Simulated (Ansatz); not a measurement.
The parent structure is MoS$_{2}$ in the 3R-MoS2 type structure (space group R3m, No. 160; layered, stacked along the Cartesian z axis).

```xyz
3
Lattice="1.5876 0.9166 6.1949 -1.5876 0.9166 6.1949 0.0000 -1.8332 6.1949" Properties=species:S:1:pos:R:3 pbc="T T T"
Mo     0.0000     0.0000     0.0001
S      0.0000     0.0000    13.9441
S      0.0000     0.0000    10.8349
```

Cartesian axes are those of the cell as printed.

Calculations: DFT with r2SCAN+rVV10, PAW potentials and a 500 eV plane-wave cutoff in Ansatz (a program for electronic structure), without spin-orbit coupling.

Now apply this change: a pure shear with ε_yz = ε_zy = 0.0315; the atoms relax in the strained cell.

Task: Predict the stress tensor and what it implies for the stiffness.

Result: Stress of the strained cell less that of the base (GPa, compression positive):
```
  -0.11    0.00    0.00
   0.00    0.28   -1.31
   0.00   -1.31    0.61
```

Then −Δσ/γ with γ = 2ε = 0.0630 gives secant stiffness values (nonlinear terms included at this strain): C44 ≈ 21 GPa.

As a check, the harmonic strain energy −½ V₀ Δσ:ε is 4.6 meV/atom; the computed energy rise is 4.3 meV/atom.

Whether these cells are dynamically stable was not tested.
